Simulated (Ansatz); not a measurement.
We consider fluorite PbF₂ (high-temperature phase), described by revPBE (plane waves, PAW; Ansatz, a program for electronic structure).

Numerical settings: plane-wave cutoff 520 eV, 10×10×10 k mesh, Fermi–Dirac smearing 0.01 eV, scalar-relativistic PAW data made under PBE.

Properties against volume:

```
V (Å³/atom)  P (GPa)  direct gap at Γ (eV)  smallest gap on the k mesh (eV)
-----------  -------  --------------------  -------------------------------
17.549          4.23                 8.756                            4.531
17.922          2.66                 8.602                            4.532
18.296          1.25                 8.452                            4.525
18.669          0.01                 8.305                            4.509
19.042         -1.11                 8.163                            4.490
19.416         -2.10                 8.023                            4.470
19.789         -2.98                 7.887                            4.447
```

The fundamental gap (4.51 eV at the equilibrium volume, with added k points) lies elsewhere than Γ–Γ.

Spin–orbit coupling is not included; with these elements it can move the gap by several tenths of an eV or more.
